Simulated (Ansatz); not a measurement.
Response to strain in GaSb

Base system: GaSb in the zinc blende structure (space group F-43m, No. 216).

```cif
data_GaSb
_chemical_formula_sum 'Ga1 Sb1'
_space_group_name_H-M_alt 'P 1'
_space_group_IT_number 1
_cell_length_a 4.33624
_cell_length_b 4.33624
_cell_length_c 4.33624
_cell_angle_alpha 60.000
_cell_angle_beta 60.000
_cell_angle_gamma 60.000
loop_
_space_group_symop_operation_xyz
  'x, y, z'
loop_
_atom_site_label
_atom_site_type_symbol
_atom_site_fract_x
_atom_site_fract_y
_atom_site_fract_z
_atom_site_occupancy
Ga1 Ga 0.00000 0.00000 0.00000 1
Sb1 Sb 0.25000 0.25000 0.25000 1
```

Strains are applied to the cell and any free atomic positions relax.

Method: r2SCAN (Ansatz, an electronic-structure program), no spin-orbit coupling.

```csv
isotropic strain (%),pressure (GPa)
0,0.0
0.5,-0.8
1,?
2,-2.7
2.5,-3.3
3,-3.8
```

Task: Fit P = P₀ − Bδ + Cδ² with δ = (1 + ε)³ − 1 to the rows shown and predict the withheld row.

Result: Least squares on the printed values gives P₀ = 0.0 GPa, B = 51.1 GPa, C = 112 GPa (largest residual 0.0 GPa); this predicts -1.5 GPa, and the run gives -1.5 GPa, in agreement.

No phonon test of stability was made. All final runs are without spin polarisation.
